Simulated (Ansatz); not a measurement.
Input:

```xyz
4
Lattice="-1.7147 1.7147 5.7659 1.7147 -1.7147 5.7659 1.7147 1.7147 -5.7659" Properties=species:S:1:pos:R:3 pbc="T T T"
Nb     0.0000     0.0000     8.6389
Nb     1.7147     0.0000     5.7560
As     0.0000     0.0000     1.9357
As     0.0000     1.7147     4.8186
```

All values below come from PBEsol, rigid bands (plane waves, PAW, scalar-relativistic; Ansatz, a quantum-chemistry and plane-wave program). Condition of this run: hydrostatic pressure 2 GPa (the target of the relaxation). Cell: cell and atoms relaxed with PBEsol, then loaded as said.

**Question.** Is this a good metal at this level?

**Answer.** No. No gap is resolved, and few carriers conduct, as in a semimetal or a zero-gap semiconductor. N(E_F) = 0.169 states/eV a cell at 300 K and the Drude plasma energy along the best axis is 1.30 eV, several times under that of a simple or noble metal.

Spin-orbit coupling is left out; it can open or close a small gap.

Formula and space group known from diffraction (Crystallography Open Database), not checked to be the room-temperature form: NbAs under load (space group I4_1md).
